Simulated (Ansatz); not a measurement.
# Work function of Pb(111) slab by several functionals

All runs by Ansatz (plane waves, PAW, no spin-orbit coupling): 7 layers on the in-plane lattice of PBE, ions relaxed at each level.

```tsv
level	work function (eV)	rough cost against PBE (one kind of shared host)
LDA	4.10	within a factor of 2
PBE	3.67	1
PBEsol	[?]	within a factor of 2
r2SCAN	[?]	within a factor of 2
```

Task: Complete the blanks.

Result: 
- PBEsol, work function (eV): 3.84
- r2SCAN, work function (eV): 3.78

Task: Which level lies nearest to measurement, and on which side does PBE miss?

Result: Measured (a polycrystalline sample, not this face): 4.25 eV (measured; Richard Tran, Xiang-Guo Li, Joseph H. Montoya et al., Surface Science (2019), arXiv:1902.07811). Misses: LDA -0.15, PBE -0.58, PBEsol -0.41, r2SCAN -0.47 eV. Nearest is LDA, though measured values of one face scatter by 0.1 eV or more.

Ansatz is a quantum-chemistry and plane-wave program.
